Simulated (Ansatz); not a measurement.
CsCl-type NiAl, treated with LC-ωPBE (PAW; Ansatz, a quantum-chemistry and plane-wave program).

Settings: plane-wave cutoff 460 eV, 10×10×10 k mesh, Fermi–Dirac smearing 0.05 eV, no spin polarisation, scalar-relativistic PAW data made under PBE.

Energies at three volumes about the minimum:

| V (Å³/atom) | E − E_lowest (meV/atom) |
|---|---|
| 11.082 | 6.31 |
| 11.366 | 0.00 |
| 11.775 | 6.33 |

Fit a parabola by hand: where is the minimum, what lattice constant follows, and what is the bulk modulus?

Slopes: (0.00 − 6.31)/(11.366 − 11.082) = -22.218 and (6.33 − 0.00)/(11.775 − 11.366) = 15.477 meV/Å³. Curvature E″ = 2 × (15.477 − (-22.218))/(11.775 − 11.082) = 108.788 meV/Å⁶. From the middle of the first interval, the slope vanishes at V0 = 11.2240 − (-22.218)/108.788 = 11.428 Å³/atom. B = V0 E″ = 11.428 × 108.788 meV/Å³ × 0.1602 GPa per meV/Å³ = 199 GPa. With 2 atoms in the cube, a = (2 × 11.428)^(1/3) = 2.838 Å. The full Birch–Murnaghan fit to all volumes gives V0 = 11.419 Å³/atom and B0 = 197 GPa.

Measured, for comparison: bulk modulus 156 GPa (room temperature, not corrected to a static lattice; as tabulated in Yamada et al. (2019), arXiv:1910.09660); lattice constant a 2.882 Å (extrapolated to 0 K, zero-point anharmonic expansion removed (Haas, Tran, Blaha 2009); as tabulated in Levämäki et al. (2014), arXiv:1402.3671). Computed (rounded) less measured: bulk modulus +26 %.

Note: the run has no spin polarisation, so it can have missed a magnetic state.
